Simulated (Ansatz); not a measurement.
N interstitial in wurtzite GaN (the name describes the start): one set of geometries, relaxed with PBE, evaluated in Ansatz (PAW, plane waves to 420 eV, 500 eV under r2SCAN) with PBE, r2SCAN.

Cell and caveats: 192-site cell; 2×2×2 shifted k-points; start: void with 1N nearest, no. 2; charged states image-corrected; finite-size errors of tenths of an eV; flagged in the runs: a host whose relaxation on this sampling wasn't shown to rest.

| quantity | PBE | r2SCAN |
|---|---|---|
| host gap (eV) | 1.71 | ___ |
| ε(+1/0) above the VBM (eV) | 1.27 | ___ |
| largest moment on one atom at charge +1 (μB) | 0.33 | ___ |
| neutral formation energy against N2 molecule in a box (eV) | 4.49 | ___ |
| largest moment on one atom at charge 0 (μB) | 0.27 | ___ |

Problem. Given the lower rungs, what does r2SCAN give?

Solution. 
- host gap (eV), r2SCAN: 2.11
- ε(+1/0) above the VBM (eV), r2SCAN: 1.53
- largest moment on one atom at charge +1 (μB), r2SCAN: 0.36
- neutral formation energy against N2 molecule in a box (eV), r2SCAN: 4.19
- largest moment on one atom at charge 0 (μB), r2SCAN: 0.30

Ansatz is a program for electronic structure.
